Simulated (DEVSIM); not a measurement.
Structure: Ge n-p junction from an implanted or diffused profile, at 350 K.

```tsv
layer (left to right)	material	thickness (μm)	Na (cm⁻³)	τn (s)	τp (s)
1	Ge	47.0	7.1e15	0.00087	0.00087
```

Added donor profile: 1.3e18 cm⁻³ × exp(−(x − 0 μm)²/(2·(0.048 μm)²)). Left contact: ohmic. Right contact: ohmic. Voltage is applied to the left contact. Recombination: SRH at mid-gap, Auger. Mobility is μmin + (μ − μmin)/(1 + (N/Nref)^α).

This is a model device: material constants are rounded textbook-type values typed into the input, and sizes, dopings and lifetimes were drawn at random. Values at 300 K; Nc and Nv go as T^1.5, mobilities as T to minus their exponent, the gap by Varshni's rule with the affinity fixed.

```csv
parameter,Ge
gap (eV),0.664
affinity (eV),4
permittivity,16
Nc (cm⁻³),1.04e19
Nv (cm⁻³),6e18
μn (cm²/Vs),3900
μp (cm²/Vs),1900
"μn,min",150
"μp,min",100
"Nref,n",2.6e17
"Nref,p",4e17
αn,0.56
αp,0.6
T exponent of μn,1.66
T exponent of μp,2.33
Cn (cm⁶/s),1e-31
Cp (cm⁶/s),1e-31
Varshni α (eV/K),0.000477
Varshni β (K),235
```

DEVSIM, 1D drift-diffusion, Boltzmann statistics, complete ionisation; no tunnelling, impact ionisation, image-force lowering or self-heating.

Base results: dark forward voltage at 100 A/cm² (V) 0.314; potential step across the device at zero bias (V) 0.364; dark forward voltage at 1 A/cm² (V) 0.100.

**Question.** What follows from this one change: straggle of the profile 0.048 → 0.14 μm?

**Answer.** dark forward voltage at 100 A/cm² 0.314 → 0.301 V; potential step across the device at zero bias little changed (0.364 V); dark forward voltage at 1 A/cm² 0.100 → 0.111 V.

**Question.** What follows from this one change: thickness of layer 1 47 → 9.4 μm?

**Answer.** dark forward voltage at 100 A/cm² 0.314 → 0.217 V; potential step across the device at zero bias little changed (0.364 V); dark forward voltage at 1 A/cm² 0.100 → 0.068 V.

**Question.** What follows from this one change: temperature 350 → 300 K?

**Answer.** dark forward voltage at 100 A/cm² 0.314 → 0.383 V; potential step across the device at zero bias 0.364 → 0.436 V; dark forward voltage at 1 A/cm² 0.100 → 0.205 V.

**Question.** What follows from this one change: constant mobility in place of the doping-dependent one?

**Answer.** dark forward voltage at 100 A/cm² little changed (0.317 V); potential step across the device at zero bias little changed (0.364 V); dark forward voltage at 1 A/cm² 0.100 → 0.086 V.
